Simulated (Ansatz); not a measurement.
The parent structure is TiSi2 (space group Cmcm, No. 63; a = 3.5147 Å, b = 13.3491 Å, c = 3.5570 Å).

The values are results of PBEsol (Ansatz, a quantum-chemistry and plane-wave program), no spin-orbit coupling, earlier PAW set, not measurements.

Base values:

The volume per atom is 13.91 Å³ and the band gap is zero.

Perturbation: a hydrostatic pressure of 0.7 GPa.

Q: How does this affect the volume per atom and band gap?

A: The volume per atom falls by 0.07 Å³ to 13.84 Å³; the band gap is still zero.

Load acts through the strain it causes; cell and atoms are relaxed under it. Whether these cells are dynamically stable was not tested. All final runs are without spin polarisation.
